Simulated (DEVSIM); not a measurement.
Structure: Pt/TiO2/p-In0.53Ga0.47As capacitor, at 250 K.

```tsv
layer (left to right)	material	thickness (nm)	Na (cm⁻³)
1	TiO2	7.20	-
2	In0.53Ga0.47As	5400	1.1e16
```

Metal gate on the left, work function 5.6 eV. Fixed charge at the semiconductor interface 4.5e11 cm⁻² (in units of +e); no interface traps.

This is a model device: material constants are rounded textbook-type values typed into the input, and sizes, dopings and lifetimes were drawn at random. Values at 300 K; Nc and Nv go as T^1.5, mobilities as T to minus their exponent, the gap by Varshni's rule with the affinity fixed.

| parameter | TiO2 | In0.53Ga0.47As |
|---|---|---|
| gap (eV) | 3.2 | 0.74 |
| affinity (eV) | 3.9 | 4.51 |
| permittivity | 60 | 13.9 |
| Nc (cm⁻³) | - | 2.1e17 |
| Nv (cm⁻³) | - | 7.7e18 |
| Varshni α (eV/K) | - | 0.00035 |
| Varshni β (K) | - | 190 |

DEVSIM, 1D Poisson equation in equilibrium, Boltzmann statistics, complete ionisation; no quantum confinement or tunnelling. Metal contacts follow the ideal Schottky-Mott rule: no Fermi-level pinning, no interface dipoles.

The interface trap density was swept, all else fixed.

```tsv
interface trap density (cm^-2 eV^-1)	threshold voltage (band bending 2φF) (V)	minimum of the low-frequency capacitance (μF/cm²)
0	1.03	0.0494
1e10	1.03	?
1e11	1.03	0.0652
3e11	1.03	0.0965
1e12	1.04	0.204
2e12	1.05	0.353
```

Question: Fill in the missing entries.

Answer: 
- 1e10, minimum of the low-frequency capacitance (μF/cm²): 0.0510
